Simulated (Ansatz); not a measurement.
System: TiTe₂ (model structure, started from the rutile type, P4₂/mnm, No. 136, 6 atoms in the cell). Method: PBEsol in Ansatz (plane waves, PAW).

Input file:

Ansatz 0.2 input:
```yaml
crystal:
  lattice:
    - [6.7307898008, 0.0, 0.0]
    - [0.0, 6.7307898008, 0.0]
    - [0.0, 0.0, 3.6653802385]
  atoms:
    - { symbol: Ti, position: [0.0, 0.0, 0.0] }
    - { symbol: Ti, position: [0.5, 0.5, 0.5] }
    - { symbol: Te, position: [0.2934596655, 0.2934596655, 0.0] }
    - { symbol: Te, position: [0.7934596655, 0.2065403345, 0.5] }
    - { symbol: Te, position: [0.2065403345, 0.7934596655, 0.5] }
    - { symbol: Te, position: [0.7065403345, 0.7065403345, 0.0] }
basis:
  ecutwfc: 520
  ecutrho_ratio: 4
  xc_grid: 2
kpoints:
  mp_grid: { grid: [10, 10, 14] }
hamiltonian:
  xc: pbesol
  dispersion: none
  pseudopotentials: { kind: paw }
scf:
  occupations: { method: fermi_dirac, width: 0.05 }
output:
  forces: true
  stress: true
  eigenvalues: true
relax:
  f_tol: 0.004
  escape_saddle: false
  max_steps: 80
  cell: { stress_tol: 0.02, fix: [volume] }
```

Excerpt of the program's output:

```
Relaxation: its limit of steps is 80 (relax.max_steps)
Crystal: 6 atoms, lattice volume = 166.055 Å³
Basis set: ecut = 520 eV, 4461 PW (Γ), exchange–correlation on 108×108×60 points (8 copies of the dense FFT grid, shifted against one another)
Bands: 53, of which v1, the nominal top of the filled ones, is band 44 counted from 1 (43 counted from 0)
Symmetry: 16 space group operations
Space group: P42/mnm (ITA 136), of the structure as read, at distance tolerance 5.5e-5 Å
k-points: 168 of 1400
Functional: x = pbesol(κ = 0.804, μ = 0.12345679012345678), c = pbesol(β = 0.046)
SCF iter   1: F=—  HF=-32557.413111 eV  |F-HF|=—  |Δ(HF+E_count)|=         —  Δρ=3.51e-3  dr2=2.08e-2
SCF iter   2: F=—  HF=-32557.406192 eV  |F-HF|=—  |Δ(HF+E_count)|=   6.92e-3  Δρ=2.03e-3  dr2=7.42e-3
  ...
SCF 1 converged in 6 iterations: F = -32557.403191 eV  dr2 = 6.08e-8
Crystal: 6 atoms, lattice volume = 166.055 Å³
Basis set: ecut = 520 eV, 4453 PW (Γ), exchange–correlation on 108×108×60 points (8 copies of the dense FFT grid, shifted against one another)
Initial density: handed on by an earlier stage of this run
SCF 2 converged in 5 iterations: F = -32557.402663 eV  dr2 = 1.87e-7
Crystal: 6 atoms, lattice volume = 166.055 Å³
Basis set: ecut = 520 eV, 4445 PW (Γ), exchange–correlation on 108×108×60 points (8 copies of the dense FFT grid, shifted against one another)
SCF 3 converged in 8 iterations: F = -32557.404954 eV  dr2 = 1.69e-12
Crystal: 6 atoms, lattice volume = 166.055 Å³
Basis set: ecut = 520 eV, 4445 PW (Γ), exchange–correlation on 100×100×60 points (8 copies of the dense FFT grid, shifted against one another)
SCF iter   5: F=—  HF=-32557.404955 eV  |F-HF|=—  |Δ(HF+E_count)|=  8.73e-11  Δρ=1.56e-7  dr2=5.14e-11
SCF iter   6: F=-32557.404955 eV  HF=-32557.404955 eV  |F-HF|=3.64e-12  |Δ(HF+E_count)|=  2.18e-11  Δρ=3.26e-8  dr2=1.48e-12
SCF 4 converged in 6 iterations: F = -32557.404955 eV  dr2 = 1.48e-12
SCF converged after 6 iterations
Free energy (F): -32557.404955 eV
Internal energy: -32557.385597 eV  (E = F + TS)
E sigma→0 (E₀):  -32557.395276 eV
Fermi energy:    9.680965 eV
--- Forces (eV/Å), atoms counted from 1 ---
  atom   1  Ti     0.00000000     0.00000000     0.00000000
  atom   2  Ti    -0.00000000     0.00000000     0.00000000
  atom   3  Te    -0.00039476    -0.00039476     0.00000000
  atom   4  Te    -0.00039476     0.00039476     0.00000000
  atom   5  Te     0.00039476    -0.00039476    -0.00000000
  atom   6  Te     0.00039476     0.00039476    -0.00000000
--- Stress (GPa, compression-positive) ---
       -1.110430       0.000000       0.000000
        0.000000      -1.110430       0.000000
        0.000000       0.000000      -1.096052
  P = ⅓ Tr σ = -1.1056 GPa (-11.056 kbar)
```

The cell is one volume of an energy–volume scan, off the minimum.

The PAW data were made under PBE.

Note: the relaxation could raise the start's symmetry but not lower it, so the cell can be a saddle point.

Cost on a shared machine: about 4 core-minutes (a rough figure).

A model structure was made by putting elements into a prototype or built by hand; it is no filed structure, need not be a known phase, and can be a saddle point held by its symmetry.

Ansatz is a quantum-chemistry and plane-wave program.
